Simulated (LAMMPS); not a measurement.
W (bcc) at 2220 K and zero pressure, started from the crystal, with several potentials, in cells of their own sizes.

The levels:
- EAM-type W_zhou.eam.alloy: classical MD, pair style eam/alloy, file W_zhou.eam.alloy (LAMMPS); Zhou et al, Acta Mater, 49, 4005 (2001)
- MEAM WL.meam: classical MD, pair style meam, file WL.meam (LAMMPS); Lee, Baskes, Kim, Cho. Phys. Rev. B, 64, 184102 (2001)
- MEAM library.meam-W: classical MD, pair style meam, file library.meam (library.meam-W) (LAMMPS); Baskes, Phys Rev B, 46, 2727-2742 (1992)
- SNAP W_2940_2017_2.snap: MD with a machine-learned potential, pair style snap, file W_2940_2017_2.snap (LAMMPS); Wood, M. A. and Thompson, A. P. "Quantum-Accurate Molecular Dynamics Potential for Tungsten" arXiv:1702.07042 [physics.comp-ph]

```tsv
potential	state	volume	first peak of g(r)	coordination number	mean phonon frequency	rough cost (ms per atom and simulated ps)
EAM-type W_zhou.eam.alloy	crystal; no diffusion seen in 30 ps	16.3638 ± 0.0009 Å³/atom	2.76 Å, height 3.7	14.0 (counted to 3.86 Å)	4.5 THz	3 to 10
MEAM WL.meam	crystal; no diffusion seen in 30 ps	16.3494 ± 0.0004 Å³/atom	2.76 Å, height 3.5	14.0 (counted to 3.86 Å)	4.1 THz	3 to 10
MEAM library.meam-W	crystal; no diffusion seen in 30 ps	16.619 ± 0.002 Å³/atom	2.75 Å, height 3.3	14.0 (counted to 3.86 Å)	4.5 THz	3 to 10
SNAP W_2940_2017_2.snap	crystal; no diffusion seen in 9.0 ps	16.818 ± 0.003 Å³/atom	2.79 Å, height 3.5	14.0 (counted to 3.90 Å)	4.3 THz	100 to 300
```

Costs are rough: whole-run CPU time with set-up and analysis, from shared machines, in bands a factor of about three wide.

Caution: a run this short can hold a crystal over, or a liquid under, the potential's own melting point, which these runs don't give.

Caution: the potential MEAM library.meam-W is a first-neighbour MEAM set with a 4 Å cutoff, used here without a parameter file and away from the static properties it was fitted to.

States go by the mean squared displacement: a species diffuses where it passes 1.5 Å², still rises and gives D over 1e-6 cm²/s; a crystal has left its structure where atoms lie 0.35 Å off their sites on average or a cubic box changes its shape by 3 %, or the axial ratios of another lie 8 % off the starting cell's, which the potential's own relaxation can also do.

Errors shown are sampling errors alone.
